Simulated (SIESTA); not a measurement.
Band structure of PbS (Fm-3m, 2 atoms in the cell).

```xyz
2
Lattice="0.0000 2.9700 2.9700 2.9700 0.0000 2.9700 2.9700 2.9700 0.0000" Properties=species:S:1:pos:R:3 pbc="T T T"
Pb     0.0000     0.0000     0.0000
S      2.9700     2.9700     2.9700
```

Level of theory: GGA PBE, numerical atomic orbitals TZP, PseudoDojo PBE standard norm-conserving potentials (rewritten from UPF to PSML) in SIESTA 5.4.2.

Settings: XC.functional = GGA; XC.authors = PBE; potentials = PseudoDojo PBE standard; PAO.BasisSize = TZP; PAO.EnergyShift = 0.005 Ry; MeshCutoff = 350 Ry; kgrid.MonkhorstPack = 7 7 7; OccupationFunction = FD; ElectronicTemperature = 0.05 eV; MaxSCFIterations = 150; SCF.Mixer.Method = Pulay; SCF.Mixer.Weight = 0.1; SCF.Mixer.History = 8; SCF.DM.Tolerance = 1.0E-04.

The starting cell has typed, rounded lattice constants, without a prior relaxation at this level. Spin-orbit coupling is off. Values carry the incompleteness of an atom-centred basis.

Predict the gap along the standard path and the places of the band edges.

The gap along the path is 0.48 eV, direct at L to within 0.01 eV.

Levels in eV from the top of the valence band on the path, bands 7 to 11:
| point | 7 | 8 | 9 | 10 | 11 |
|---|---|---|---|---|---|
| Γ | -6.09 | -2.08 | -2.08 | -2.08 | 5.21 |
| X | -7.27 | -5.16 | -3.37 | -3.37 | 3.95 |
| W | -7.99 | -4.37 | -4.37 | -0.98 | 2.20 |
| K | -8.03 | -4.73 | -2.88 | -2.45 | 3.40 |
| L | -8.88 | -1.72 | -1.72 | 0.00 | 0.48 |
| U | -8.03 | -4.73 | -2.88 | -2.45 | 3.40 |

Higher empty bands are left out: an atom-centred basis made for the valence describes them poorly.
